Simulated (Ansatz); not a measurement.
Start from Pb in the fcc (Cu type) structure (space group Fm-3m, No. 225; a = 5.034 Å).

The values are results of DFT with PBE, PAW potentials and a 420 eV plane-wave cutoff in Ansatz (an electronic-structure program), scalar-relativistic without spin-orbit coupling, not measurements.

Before the change:

The pressure comes out as 0.0 GPa and the band gap is zero.

Perturbation: the cell is scaled by 0.9705 in all directions; the atoms relax in the strained cell.

Question: Predict the new pressure, energy relative to the base and band gap.

Answer: The pressure goes from zero to 4.6 GPa; the energy rises by 36 meV/atom; the band gap is still zero.

Stability against distortions was not tested.
